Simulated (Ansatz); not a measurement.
The parent structure is GaAs in the zinc blende structure (space group F-43m, No. 216; a = 5.6028 Å).

The values are results of Ansatz (an electronic-structure program) LDA, no SOC, not measurements.

Before the change:

- Density: 5.46 g/cm³
- Gap character: direct at Γ
- Shortest interatomic distance: 242.6 pm

It is then changed as follows: a hydrostatic pressure of 22.5 GPa.

Problem. Predict the new density, gap character and shortest interatomic distance.

Solution. The density increases by 1.17 g/cm³, from 5.46 g/cm³ to 6.63 g/cm³; the gap character becomes indirect, Γ → X (base: direct at Γ); the shortest interatomic distance shrinks by 15.2 pm to 227.4 pm.

Load acts through the strain it causes; cell and atoms are relaxed under it. Whether these cells are dynamically stable was not tested. Measured, GaAs leaves this structure (for a Cmcm phase) near 15 GPa (room temperature; as listed in arXiv:1906.07825).
